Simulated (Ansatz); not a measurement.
Al3Sc: transverse stress against strain

Al3Sc (L1_2, Pm-3m, 16.885 Å³/atom at rest, cube axes along x, y and z) under a strain ε along a cube axis (axis z), the other axes held. PBEsol in Ansatz, a plane-wave DFT program (PAW, default set), 420 eV, 14×14×14 Γ-centred mesh, Fermi-Dirac smearing 0.10 eV; ions are relaxed within the symmetry of each cell. Stress is positive for a compressed cell.

Here s stands for strain and y for stress xx.

| strain (%) | stress xx (GPa) |
|---|---|
| -1.20 | 0.54 |
| -0.60 | 0.26 |
| 0.00 | 0.00 |
| 0.60 | -0.25 |
| 1.20 | -0.48 |
| 3.00 | ? |

Task: Fit y against s with a straight line, and predict the withheld value at s = 3.00.

Result: Means: s 0, y 0.014. About the means, the sum of products is -1.5300 and the sum of squares of s is 3.6000; the slope is their ratio. Least squares gives y = 0.014 - 0.4250·s. Residuals (row less fit): 0.016, -0.009, -0.014, -0.009, 0.016; standard error 0.017 (degrees of freedom: 3). The slope gives the elastic constant C12 = 42 ± 0.9 GPa. At the withheld row, y = 0.014 - 0.4250 × 3.0 = -1.261 GPa. The calculation gives -1.11 GPa, 0.151 GPa above the prediction (9.2 % of the range of y in the table). The row lies outside the fitted rows, so this is an extrapolation. From the scatter of the fitted rows alone, a prediction at this place has a standard error of 0.033 GPa, so the miss is 4.6 times that.

One order more, fitted to all 11 runs of the series, follows each within 0.01, so the miss is the next term of a smooth law. In a metal these values are sensitive to mesh and smearing; energies are taken to zero smearing, stresses follow the free energy. Rows are the converged runs of the series near zero and its far end; series whose fitted rows scatter by over a few per cent of the range, as at a crossing or softening among them, aren't shown in this form. Most that stay on the fit to the last digits aren't either.
